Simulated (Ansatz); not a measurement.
Take InSb in the zinc blende structure (space group F-43m, No. 216) as the base.

```
CELL_PARAMETERS angstrom
      0.00000     3.31748     3.31748
      3.31748     0.00000     3.31748
      3.31748     3.31748     0.00000
ATOMIC_POSITIONS crystal
  Sb 0.75000 0.75000 0.75000
  In 0.00000 0.00000 0.00000
```

Cartesian axes are those of the cell as printed.

Method: PBE/PAW in Ansatz (a program for electronic structure), without spin-orbit coupling, earlier PAW set.

One thing is altered: an isotropic linear strain of +1.15 %, atoms relaxed at fixed cell.

### Question
Predict the stress tensor and what it implies for the stiffness.

### Answer
Stress of the strained cell less that of the base (GPa, compression positive):
```
   -1.2     0.0     0.0
    0.0    -1.2     0.0
    0.0     0.0    -1.2
```

Then B = −ΔP/(ΔV/V₀) with ΔV/V₀ = 0.0349 gives secant stiffness values (nonlinear terms included at this strain): B ≈ 33 GPa.

As a check, the harmonic strain energy −½ V₀ Δσ:ε is 4.6 meV/atom; the computed energy rise is 4.7 meV/atom.

Stability against distortions was not tested. The final runs are not spin-polarised.
